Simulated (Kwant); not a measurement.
System: In0.53Ga0.47As/InP stack with 1 barrier. One parabolic valley. Leads of mass 0.041 mₑ with the band edge at 0; grid 0.1 nm; bias swept from 0.01 to 0.44931 V, dropping linearly over the stack. Emitter Fermi level 0.023 eV, 300 K, equal in the collector.

```json
[
 {"layer": "1", "thickness (nm)": "3.1", "band offset (eV)": "0.25", "mass (mₑ)": "0.08"}
]
```

The device is made up for the run: typed textbook-type constants, with dimensions and the other settings drawn at random.

Kwant, one-band effective-mass tight-binding model in one dimension, coherent, no space charge, current by the Tsu-Esaki formula.

```tsv
bias (V)	A	B	C	D
0.01000	8880	2710	4170	2110
0.02690	21900	5410	9330	3630
0.06069	39600	7500	14300	4920
0.07759	45500	8260	15800	5450
0.1114	54500	9670	18400	6410
0.1283	58300	10300	19600	6870
0.1621	65600	11700	22100	7800
0.1790	69300	12400	23400	8280
0.2128	76900	13900	26100	9270
0.2297	80900	14600	27500	9800
0.2635	89400	16300	30600	10900
0.2803	94000	17200	32200	11500
0.3141	104000	19100	35700	12800
0.3310	109000	20100	37600	13500
0.3648	120000	22400	41700	15100
0.3817	127000	23600	43900	15900
0.4155	140000	26300	48700	17800
0.4493	154000	29300	54100	19800
```

Problem. Column A is the base. The others each differ by one change: temperature 300 → 150 K; temperature 300 → 4 K; temperature 300 → 77 K. Which is which?

Solution. B: temperature 300 → 77 K; C: temperature 300 → 150 K; D: temperature 300 → 4 K.
